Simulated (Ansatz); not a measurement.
## Ta2O5 (model structure, C2/c, No. 15, 14 atoms in the cell): properties by level of theory

| level (code) | cohesive energy (eV/atom) | band gap (eV) |
|---|---|---|
| LDA (Ansatz) | 8.62 | 3.18 |
| PBEsol (Ansatz) | (withheld) | 3.17 |
| r²SCAN (Ansatz) | 7.39 | 3.68 |
| r²SCAN+rVV10 (Ansatz) | 7.55 | 3.72 |

Question: What belongs in the gaps?

Answer: 
- PBEsol (Ansatz, a program for electronic structure), cohesive energy (eV/atom): 7.87

Computed values are for a static lattice. Levels without +SOC have no spin–orbit coupling; where heavier elements are present it shifts gaps, mostly down, and can invert bands.  Each level is taken at its own relaxed cell. Cutoffs differ between the levels. Ansatz's density-functional and Hartree–Fock values are scalar-relativistic unless marked +SOC, with PAW data made under PBE.

Ansatz's density-functional and Hartree–Fock values are scalar-relativistic unless marked +SOC, with PAW data made under PBE.

Unless a cell is named, each level is at its own relaxed cell (LDA 11.63, PBEsol 11.97, r²SCAN 11.97, r²SCAN+rVV10 11.81 Å³/atom).

Free atoms are spin-polarised, in the lowest state found; at levels without +SOC their spin–orbit coupling is left out.

Computed values are for the static lattice.

A model structure was made by putting elements into a prototype or built by hand; it is no filed structure, need not be a known phase, and can be a saddle point held by its symmetry.
